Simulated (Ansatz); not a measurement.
# Response to strain in W

Consider W in the bcc (W type) structure (space group Im-3m, No. 229; a = 3.154 Å; relaxed with 0.1 eV smearing).

Strains are applied to the cell and any free atomic positions relax.

Calculations: PBEsol (Ansatz, an electronic-structure program, PAW, no SOC).

Notes on the quantities. energy relative to the base: free energy F.

```tsv
isotropic strain (%)	energy relative to the base (meV/atom)
-2	60.6
-1.5	33.6
-1	14.7
-0.5	3.6
0	0.0
1	?
1.5	30.5
2	53.4
2.5	82.2
```

Fit ΔE = Aε² + Bε³ (ε in %) to the rows shown and predict the withheld row.

Least squares on the printed values gives A = 14.3 and B = -0.45 meV/atom (largest residual 0.1 meV/atom); this predicts 13.8 meV/atom, and the run gives 13.8 meV/atom, in agreement.

Stability against distortions was not tested. The final runs are not spin-polarised.
